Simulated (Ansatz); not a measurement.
```
CELL_PARAMETERS angstrom
     14.50000     0.00000     0.00000
      0.00000    14.50000     0.00000
      0.00000     0.00000     6.09503
ATOMIC_POSITIONS crystal
  Na 0.40470 0.40470 0.00000
  I  0.37936 0.37936 0.50000
  I  0.37936 0.62064 0.00000
  Na 0.40470 0.59530 0.50000
  I  0.62064 0.37936 0.00000
  Na 0.59530 0.40470 0.50000
  Na 0.59530 0.59530 0.00000
  I  0.62064 0.62064 0.50000
```

Levels: PBE (plane waves to 420 eV, PAW; Ansatz, a quantum-chemistry and plane-wave program); PBE with spin-orbit coupling in Ansatz; r2SCAN (plane waves to 500 eV, PAW; Ansatz); HSE06 in Ansatz. Unmarked values and the geometry are of the first. Mesh 1×1×50. No spin polarisation. Isolated but for its images some 11 Å away. A hypothetical model. It keeps the symmetry and period of its start, so it need not be a minimum against all distortions. Values not marked SOC lack spin–orbit coupling. HSE06 ran on a 1×1×3 mesh and at PBE's edge points. Buckling under compression is shut out by symmetry and the short period.

Problem. Give the properties of this body.

Solution. 
```
Quantity                                                                  Value
---------------------------------------------------------  --------------------
largest distance between nuclei across the axis                          4.95 Å
PBE gap                                                    4.14 eV, direct at Γ
electron mass along the axis (PBE)                                      0.41 mₑ
hole mass along the axis (PBE)                                           1.8 mₑ
valence and conduction edges under the vacuum level (PBE)      6.17 and 2.03 eV
PBE+SOC gap at this geometry                                            4.00 eV
r2SCAN gap at this geometry                                             4.94 eV
HSE06 gap at this geometry                                              5.12 eV
axial stiffness dF/dε                                                     20 nN
```
